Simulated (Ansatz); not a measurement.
Zn4Te3S (model structure, P-4m2, No. 115, 8 atoms in the cell)

Method: PBE (PAW; Ansatz, a program for electronic structure).

Numerical settings: plane-wave cutoff 520 eV, 8×8×4 k mesh (along the axes of the cell as run), Fermi–Dirac smearing 0.01 eV, scalar-relativistic PAW data made under PBE.

Cell (relaxed at this level):

```xyz
8
Lattice="4.2510 0.0000 0.0000 0.0000 4.2511 0.0000 0.0000 0.0000 11.9357" Properties=species:S:1:pos:R:3 pbc="T T T"
Zn     0.0000     0.0000     0.1477
S      2.1255     0.0000     1.3674
Zn     2.1255     2.1255     2.5870
Te     0.0000     2.1255     4.1678
Zn     0.0000     0.0000     5.7473
Te     2.1255     0.0000     7.3353
Zn     2.1255     2.1255     8.9232
Te     0.0000     2.1255    10.5028
```

```yaml
band_gap: 0.98 eV (on the SCF k mesh)
bulk modulus B0: 48.1 GPa
```

Note: the bulk modulus is −V dP/dV from two relaxed cells at ±2 % in volume; the relaxation could raise the start's symmetry but not lower it, so the cell can be a saddle point.

Spin–orbit coupling is not included.

It cost about 10 core-minutes (a rough figure) of CPU time.

A model structure was made by putting elements into a prototype or built by hand; it is no filed structure, need not be a known phase, and can be a saddle point held by its symmetry.
